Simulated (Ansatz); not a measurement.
Worked example: self-consistent single point of Pb2Se2BrGaO6F2 (P1, 28 atoms in the cell) in Ansatz (an electronic-structure program).

Computed with revPBE, default PAW files made with PBE (plane waves; Ansatz).

```xyz
28
Lattice="8.3926 0.0000 0.0000 0.0000 5.4095 0.0000 -3.8341 0.0000 9.9628" Properties=species:S:1:pos:R:3 pbc="T T T"
Pb     6.8168     4.0425     0.0344
Pb    -2.1736     1.3363     9.8928
Pb     2.8631     1.6594     6.8819
Pb     1.5520     4.3591     3.1595
Se     5.3147     4.1422     7.7519
Se    -0.7566     1.4488     2.4145
Se     0.5494     4.2541     6.8533
Se     4.1047     1.5041     3.1162
Br     1.4474     1.2717     9.3976
Br     2.9792     3.8762     0.5520
Ga    -0.6689     1.3883     5.5654
Ga     5.1241     4.2522     4.4842
O      4.4803     2.9009     8.5504
O     -0.1114     0.2358     1.4104
F     -1.2807     1.6759     7.1299
F      5.8122     4.2756     2.7861
O      4.6488     0.0412     8.2793
O      0.0184     2.8073     1.5764
O      0.8536     0.1546     5.8603
O      3.7488     2.8473     3.8429
O      2.0954     3.9443     7.6552
O      2.6271     1.1017     2.3805
F      6.4162     2.6146     4.6948
F     -1.8259     5.3000     5.3407
O      0.5762     3.0418     5.5968
O      4.0615     0.2912     4.3083
O      4.5154     3.8125     6.2048
O      0.0302     1.0584     3.7585
```

Reference input (self-consistent single point, DFT, PBEsol, plane waves, default PAW files made with PBE): basis.ecutwfc = 420 eV; kpoints.mp_grid.grid = 2 3 2; hamiltonian.xc = pbesol; hamiltonian.pseudopotentials = {kind: paw} (the program's default PAW files); scf.occupations.method = methfessel_paxton; scf.occupations.width = 0.05 eV. This run's input differs from it in these lines:

Ansatz 0.2 input:
```diff
@@ -41,3 +41,3 @@
 hamiltonian:
-  xc: pbesol
+  xc: revpbe
   pseudopotentials:
```

The program printed (abridged):

```
SCF iter   1: F=—  HF=-92770.305661 eV  |F-HF|=—  |Δ(HF+E_count)|=         —  Δρ=4.35e-3  dr2=9.66e-2  ethr=1.77e-3  ⟨swp⟩=6.1  Hψ=5297  notcnv=0  defer=13
all-band conjugate gradients solve this SCF's bands
preconditioner: auto → Resta (q_TF=auto, 2.488 Å⁻¹)
SCF iter   2: F=—  HF=-92770.290944 eV  |F-HF|=—  |Δ(HF+E_count)|=   1.47e-2  S|Δr|=    0.00e0  Δρ=2.21e-3  dr2=1.67e-2  ethr=3.72e-5  ⟨swp⟩=2.0  Hψ=2281  notcnv=0  defer=175
   [... lines left out ...]
SCF iter   8: F=—  HF=-92770.294023 eV  |F-HF|=—  |Δ(HF+E_count)|=   9.19e-6  S|Δr|=    0.00e0  Δρ=1.20e-5  dr2=7.24e-7  ethr=2.85e-9  ⟨swp⟩=2.0  Hψ=1969  notcnv=0  defer=175
SCF iter   9: F=—  HF=-92770.294025 eV  |F-HF|=—  |Δ(HF+E_count)|=   1.59e-6  S|Δr|=    0.00e0  Δρ=5.74e-6  dr2=1.40e-7  ethr=2.78e-10  ⟨swp⟩=2.0  Hψ=2129  notcnv=0  defer=175
SCF iter  10: F=-92770.294025 eV  HF=-92770.294025 eV  |F-HF|=3.97e-8  |Δ(HF+E_count)|=   3.32e-7  S|Δr|=    0.00e0  Δρ=2.55e-6  dr2=2.82e-8  ethr=3.85e-11  ⟨swp⟩=12.1  Hψ=6382  notcnv=0
SCF 1 converged in 10 iterations: F = -92770.294025 eV  dr2 = 2.82e-8
Stability not checked (fill_not_monotonic)
Free energy (F): -92770.294025 eV
Internal energy: -92770.294025 eV  (E = F + TS)
E sigma→0 (E₀):  -92770.294025 eV
Fermi energy:    8.121361 eV
--- Forces (eV/Å), atoms counted from 1 ---
  atom   1  Pb    -1.01261498     0.16010033     1.05603116
  atom   2  Pb     0.27573379     0.18986374     0.55410128
  atom   3  Pb     0.48357677     0.37644903    -0.17565143
  atom   4  Pb    -0.07397021    -0.00702079    -0.32741333
  atom   5  Se     4.04491160    -4.61134103    -4.02158322
   [... 19 lines left out ...]
   [... lines left out ...]
  atom  28  O      2.46164051    -0.49215308     3.02391095
--- Stress (GPa, compression-positive) ---
        8.802275      -2.214015      -1.632770
       -2.214014      13.212589       1.022480
       -1.632770       1.022481      11.591308
  P = ⅓ Tr σ = 11.2021 GPa (112.021 kbar)
  The stress holds the Pulay correction. Without it, at fixed plane waves, as pw.x and ABINIT print it: P = 10.7905 GPa
```

The run converged in 10 iterations. Against the reference run the pressure goes from 4.68 to 11.20 GPa, the largest force goes from 6.974 to 7.335 eV/Å and the gap on the mesh goes from 3.364 to 3.550 eV.

The starting cell comes from a database of published, mostly measured structures (it also holds non-ambient and calculated ones), without a prior relaxation at this level. Its atoms were displaced at random from the sites of space group no. 4. Spin-orbit coupling is off. With a pressure of about 11 GPa the cell is away from its equilibrium volume at this level. Forces in this geometry exceed 1 eV/Å. Ansatz's pressure includes its estimate of the finite-basis (Pulay) stress.

Cost on one core of a shared machine: roughly 2 min.
